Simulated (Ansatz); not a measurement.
**W under a change: biaxial strain +0.31 %, plane normal [110], relaxed out of plane**

Take W in the bcc (W type) structure (space group Im-3m, No. 229; a = 3.1688 Å; relaxed with 0.1 eV smearing) as the base. Axes: x, y, z lie along the cube axes.

Perturbation: tensile biaxial strain of 0.31 % in the plane normal to [110], as in epitaxy on a mismatched substrate; the out-of-plane cell vector and the atoms relax.

All numbers come from plane-wave PAW DFT at the r2SCAN level (Ansatz, a quantum-chemistry and plane-wave program, 500 eV), no spin-orbit coupling. Settings: 29×29×29 k-points, 0.1 eV Fermi–Dirac smearing.

* **Volume per atom**: 15.97 Å³ (base 15.91 Å³)
* **Space group**: Fmmm (No. 69) (base Im-3m (No. 229))
* **Shortest interatomic distance**: 5.183 bohr (base 5.186 bohr)
* **Energy relative to the base (free energy F)**: +0.5 meV/atom
* **Pressure (mean of the normal stresses, compression positive)**: -1.2 GPa (base 0.0 GPa)
* **Band gap**: zero (base zero)
* **Out-of-plane strain**: -0.25 %
* **Mean in-plane stress (compression positive)**: -1.7 GPa

Final structure (turned so that z lies along the plane normal):

```xyz
1
Lattice="2.7528 0.0000 0.0000 -0.9176 2.5954 0.0000 0.9176 1.2977 2.2350" Properties=species:S:1:pos:R:3 pbc="T T T"
W      0.0000     0.0000     0.0000
```

Stability against distortions was not tested. The final runs are not spin-polarised.
